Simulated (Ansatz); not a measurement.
For GaAs (model structure, started from the litharge type, P4/nmm, No. 129, 4 atoms in the cell), PBE (PAW; Ansatz, a first-principles code) gives:

- equilibrium lattice constant a = 3.886 Å
- c axis length = 5.654 Å

### Question
What does PBE-D3(BJ) (Ansatz, plane waves, PAW) give for the same quantities?

### Answer

- lattice constant a: 3.830 Å (decreases by 1.4 %)
- lattice parameter c: 5.426 Å (falls by 4.0 %)

Changes are worked out from the printed values.

Unless a cell is named, each level is at its own relaxed cell (PBE 21.34, PBE-D3(BJ) 19.90 Å³/atom).

Ansatz's density-functional and Hartree–Fock values are scalar-relativistic unless marked +SOC, with PAW data made under PBE.

A model structure was made by putting elements into a prototype or built by hand; it is no filed structure, need not be a known phase, and can be a saddle point held by its symmetry.
